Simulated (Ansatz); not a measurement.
The parent structure is Mo in the bcc (W type) structure (space group Im-3m, No. 229; relaxed with 0.1 eV smearing).

```
Mo
1.0
   -1.55576     1.55576     1.55576
    1.55576    -1.55576     1.55576
    1.55576     1.55576    -1.55576
Mo
1
Direct
  0.00000   0.00000   0.00000
```

Computed with LDA, PAW, 420 eV (Ansatz, a quantum-chemistry and plane-wave program; without spin-orbit coupling).

Base values:

```
Property   Result
--------  -------
Pressure  0.0 GPa
Band gap     zero
```

Now apply this change: every lattice vector is stretched by 1.00 %; the atoms relax in the strained cell.

### Question
What happens to the energy relative to the base, pressure and band gap?

### Answer
The energy goes up by 12 meV/atom; the pressure goes from zero to -8.2 GPa; the band gap remains zero.

Stability against distortions was not tested. The final runs are not spin-polarised.
